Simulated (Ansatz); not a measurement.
## GaP: alloy series

Start from GaP in the zinc blende structure (space group F-43m, No. 216; a = 5.438 Å).

The other end (x = 1) is InP in the zinc blende structure (space group F-43m, No. 216): 25.39 Å³/atom, gap 0.57 eV.

In replaces a fraction x of Ga; each row is one arrangement (x, atoms in the cell, starting space group or random), fully relaxed.

Computed with Ansatz (a first-principles code) PBEsol, spin-orbit coupling left out.

Candidates:
(a) x(In) = 0.75, 8 atoms, Pmm2
(b) x(In) = 0.25, 8 atoms, Amm2
(c) x(In) = 0.5, 8 atoms, Cm

Base values:

- Band gap = 1.45 eV

### Question
Order them by band gap, lowest first.

### Answer
(a) x(In) = 0.75, 8 atoms, Pmm2 (0.72 eV), (c) x(In) = 0.5, 8 atoms, Cm (0.98 eV), (b) x(In) = 0.25, 8 atoms, Amm2 (1.02 eV)

These are small ordered cells, not random alloys; other orderings at the same x differ. Stability against distortions was not tested.
